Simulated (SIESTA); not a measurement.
SIESTA run on YMg₆Ga (Amm2, 8 atoms in the cell): self-consistent single point.

Method of the run: GGA PBEsol, numerical atomic orbitals DZP, PseudoDojo PBEsol standard norm-conserving potentials (rewritten from UPF to PSML) run with SIESTA 5.4.2.

```yaml
crystal:
  lattice:
    - [5.05190, 0.00000, 0.00000]
    - [0.00000, 3.33935, 5.75643]
    - [0.00000, -3.33935, 5.75643]
  atoms:
    - { symbol: Y, position: [0.50000, 0.32495, 0.32495] }
    - { symbol: Mg, position: [0.50000, 0.83793, 0.32497] }
    - { symbol: Mg, position: [0.50000, 0.32497, 0.83793] }
    - { symbol: Mg, position: [0.50000, 0.83579, 0.83579] }
    - { symbol: Mg, position: [0.00000, 0.67715, 0.16171] }
    - { symbol: Mg, position: [0.00000, 0.16171, 0.67715] }
    - { symbol: Mg, position: [0.00000, 0.66745, 0.66745] }
    - { symbol: Ga, position: [0.00000, 0.17005, 0.17005] }
```

Reference input (self-consistent single point, DFT, LDA PW92, numerical atomic orbitals DZP, PseudoDojo LDA standard norm-conserving potentials (rewritten from UPF to PSML)): XC.functional = LDA; XC.authors = PW92; potentials = PseudoDojo LDA standard; PAO.BasisSize = DZP; PAO.EnergyShift = 0.01 Ry; MeshCutoff = 300 Ry; kgrid.MonkhorstPack = 4 3 3; OccupationFunction = FD; ElectronicTemperature = 100 meV; MaxSCFIterations = 150; SCF.Mixer.Method = Pulay; SCF.Mixer.Weight = 0.25. This run's input differs from it in these lines:

```diff
@@ -1,2 +1,2 @@
-# files in the folder: Y.psml Mg.psml Ga.psml (PseudoDojo LDA standard)
+# files in the folder: Y.psml Mg.psml Ga.psml (PseudoDojo PBEsol standard)
 SystemName  YMg6Ga
@@ -29,4 +29,4 @@
 
-XC.functional                LDA
-XC.authors                   PW92
+XC.functional                GGA
+XC.authors                   PBEsol
 PAO.BasisSize                DZP
```

Output, abridged:

```
        iscf     Eharris(eV)        E_KS(eV)     FreeEng(eV)     dDmax    Ef(eV) dHmax(eV)
   scf:    1   -12848.731277   -12862.542140   -12862.686999  1.675583 -3.426460  5.392226
   scf:    2   -12863.493660   -12863.288714   -12863.424130  0.126991 -3.369692  2.594706
   scf:    3   -12863.487028   -12863.408720   -12863.550339  0.050226 -3.408200  1.873160
   scf:    4   -12863.537813   -12863.480729   -12863.622064  0.055342 -3.439298  0.404729
   scf:    5   -12863.486260   -12863.484073   -12863.625469  0.013097 -3.451299  0.113429
   [... 3 lines left out ...]
   scf:    9   -12863.484786   -12863.484782   -12863.626151  0.000191 -3.450458  0.001008
   scf:   10   -12863.484784   -12863.484783   -12863.626151  0.000028 -3.450512  0.000445
   scf:   11   -12863.484786   -12863.484785   -12863.626151  0.000019 -3.450527  0.000206
   scf:   12   -12863.484786   -12863.484785   -12863.626151  0.000008 -3.450538  0.000074
SCF Convergence by DM+H criterion
max |DM_out - DM_in|         :     0.0000078810
max |H_out - H_in|      (eV) :     0.0000736750
SCF cycle converged after 12 iterations

Using DM_out to compute the final energy and forces

siesta: E_KS(eV) =           -12863.4848

siesta: E_KS - E_eggbox =    -12863.4848

siesta: Atomic forces (eV/Ang):
     1   -0.000000   -0.000000   -0.109529
     2   -0.000000   -0.094118   -0.009680
     3   -0.000000    0.094118   -0.009680
     4   -0.000000   -0.000000   -0.119047
     5   -0.000000   -0.021130    0.061678
     6   -0.000000    0.021130    0.061678
     7   -0.000000   -0.000000    0.038038
     8    0.000000    0.000000    0.124671
   Tot   -0.000000   -0.000000    0.038130
   Max    0.124671
   Res    0.053838    sqrt( Sum f_i^2 / 3N )
   Max    0.124671    constrained

   [... lines left out ...]
siesta: FreeEng =    -12863.626151
   [... lines left out ...]
siesta:     0.009347    0.000000    0.000000
siesta:    -0.000000    0.010577   -0.000000
siesta:    -0.000000   -0.000000    0.012266

siesta: Cell volume =        194.222776 Ang**3

siesta: Pressure (static):
siesta:                Solid            Molecule  Units
siesta:          -0.00011686         -0.00009504  Ry/Bohr**3
siesta:          -0.01072992         -0.00872622  eV/Ang**3
siesta:         -17.19123294        -13.98094408  kBar
```

The run converged in 12 iterations. Against the reference run the pressure goes from -3.28 to -1.72 GPa and the largest force goes from 0.157 to 0.125 eV/Å.

The starting cell comes from a database of computed structures (which also holds hypothetical and non-ambient phases and stackings), without a prior relaxation at this level. Its lattice was rescaled by a random factor within 2.5 % of one. Values carry the incompleteness of an atom-centred basis.
